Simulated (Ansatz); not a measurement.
Consider MoSe2 in the 2H-MoS2 type structure (space group P6_3/mmc, No. 194; a = 3.228 Å, c = 12.346 Å; layered, stacked along the Cartesian z axis).

Structures relaxed with Kohn–Sham DFT with the PBEsol-D3(BJ) functional, run in Ansatz (a first-principles code) with PAW and 420 eV plane waves, scalar-relativistic without spin-orbit coupling, earlier PAW set.

Base:

Simulated powder pattern, Mo Kα, λ = 0.71073 Å (kinematic, ideal powder, no thermal factors, no anomalous dispersion; the 8 strongest lines at most, above 2 %, up to 2θ = 40°):

```csv
2θ (°),I/Imax (%),hkl
6.60,28,(002)
14.61,35,(100)
17.68,100,(103)
22.14,29,(105)
25.44,30,(110)
31.15,19,(203)
37.16,15,(118)
39.90,11,(1 0 11)
```

Perturbation: S takes the place of Se on all its sites, then cell and atoms are relaxed.

After the change:

Simulated powder pattern, Mo Kα, λ = 0.71073 Å (kinematic, ideal powder, no thermal factors, no anomalous dispersion; the 8 strongest lines at most, above 2 %, up to 2θ = 40°):

```
2θ (°)  I/Imax (%)    hkl
------  ----------  -----
6.96            89  (002)
15.17           34  (100)
15.57           20  (101)
16.71           16  (102)
18.45          100  (103)
23.20           38  (105)
26.43           27  (110)
32.43           18  (203)
```

The indices refer to each structure's own conventional cell; one index is shown for lines that coincide.

Whether these cells are dynamically stable was not tested.
